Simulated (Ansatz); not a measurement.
System: Be3N2 (Ia-3, No. 206). Method: r²SCAN+rVV10 (Ansatz, an electronic-structure program, PAW).

Numerical settings: plane-wave cutoff 560 eV, 6×6×6 k mesh, Fermi–Dirac smearing 0.01 eV, scalar-relativistic PAW data made under PBE.

Properties against volume:

| V (Å³/atom) | P (GPa) | direct gap at Γ (eV) |
|---|---|---|
| 6.393 | 10.04 | 3.994 |
| 6.526 | 4.79 | 3.971 |
| 6.659 | 0.01 | 3.948 |
| 6.792 | -4.35 | 3.925 |
| 6.925 | -8.33 | 3.903 |

A straight line through the gaps at Γ against ln V gives a volume deformation potential dE_g(Γ)/d ln V of -1.1 eV: the gap at Γ widens under compression.
